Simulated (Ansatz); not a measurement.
The reference is AlN in the wurtzite structure (space group P6_3mc, No. 186; a = 3.114 Å, c = 4.983 Å).

Calculations: Ansatz (an electronic-structure program) PBEsol, no spin-orbit coupling.

Strains are applied to the cell and any free atomic positions relax.

One change was made to it. Results:

The band gap increases by 0.32 eV, from 4.09 eV to 4.41 eV; the pressure (mean of the normal stresses, compression positive) rises by 7.81 GPa to 7.82 GPa; the valence-band top at Γ (three highest levels, from the VBM) becomes 0.00, -0.24, -0.24 eV (base: 0.00, -0.22, -0.22 eV).

**Question.** Which of these changes matches the shifts?
A) isotropic strain −2.40 %
B) isotropic strain −1.20 %
C) isotropic strain −1.80 %
D) isotropic strain −3.00 %
E) isotropic strain −0.60 %

**Answer.** B, isotropic strain −1.20 %. For comparison, the band gap in the other runs: isotropic strain −0.60 % gives 4.25 eV; isotropic strain −3.00 % gives 4.90 eV; isotropic strain −2.40 % gives 4.74 eV; isotropic strain −1.80 % gives 4.57 eV.

No phonon test of stability was made.
